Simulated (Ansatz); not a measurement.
The starting structures come from a database of crystals and need not be the phases stable at ambient conditions.

Inside the gap of an insulator the Bloch states are evanescent, with a wavenumber k + iκ along the transport direction.

Input:

```
CELL_PARAMETERS angstrom
      7.25124     0.00000     0.00000
     -3.62562     6.82444     0.00000
      1.24058     0.00000     9.68371
ATOMIC_POSITIONS crystal
  Cs 0.18000 0.80788 0.43617
  Cs 0.82000 0.19212 0.56383
  Cs 0.62788 0.80788 0.06383
  Cs 0.37212 0.19212 0.93617
  Li 0.93918 0.39570 0.13460
  Li 0.06082 0.60430 0.86540
  Li 0.45652 0.39570 0.36540
  Li 0.54348 0.60430 0.63460
  Cl 0.39506 0.79012 0.75000
  Cl 0.60494 0.20988 0.25000
  Cl 0.06784 0.73188 0.09025
  Cl 0.93216 0.26812 0.90975
  Cl 0.66404 0.73188 0.40975
  Cl 0.33596 0.26812 0.59025
  Cl 0.18650 0.37300 0.25000
  Cl 0.81350 0.62700 0.75000
```

Space group of this cell: C2/c. The cell is taken as given.

Transport runs along the normal of the first two printed cell vectors.

The gap is the functional's own. No spin-orbit coupling. Mid-gap values are interpolated on the energy grid.

Problem. Compute, with r2SCAN (Ansatz, a quantum-chemistry and plane-wave program), the band gap and the smallest decay constant κ at mid-gap.

Solution. Gap 5.92 eV on a 6×6×4 mesh; κ = 0.423 1/Å, at the zone centre.
